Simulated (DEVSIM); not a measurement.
System: Co/La2O3/n-Ge capacitor, at 300 K.

Layer 1 from the left is La2O3, thickness (nm) 17.0. Layer 2 from the left is Ge, thickness (nm) 700, Nd (cm⁻³) 3.6e17.

Metal gate on the left, work function 5 eV. Fixed charge at the semiconductor interface 0 cm⁻² (in units of +e); no interface traps.

This is a model device: material constants are rounded textbook-type values typed into the input, and sizes, dopings and lifetimes were drawn at random. Values at 300 K.

La2O3: gap (eV) 5.8, affinity (eV) 1.8, permittivity 27. Ge: gap (eV) 0.664, affinity (eV) 4, permittivity 16, Nc (cm⁻³) 1.04e19, Nv (cm⁻³) 6e18.

Estimate by hand the flat-band voltage, the threshold voltage, and compare with a numerical solution.


- Flat-band voltage: C = 1.41 μF/cm², work-function difference 0.913 V; VFB = φms − qNf/C = 0.91 V; numerical 0.91 V.
- Threshold voltage: φF = 0.252 V, depletion charge √(4εqNφF) = 2.87e-7 C/cm²; VT = VFB − 2φF − Qd/C = 0.20 V; numerical 0.20 V.

DEVSIM, 1D Poisson equation in equilibrium, Boltzmann statistics, complete ionisation; no quantum confinement or tunnelling. Metal contacts follow the ideal Schottky-Mott rule: no Fermi-level pinning, no interface dipoles.
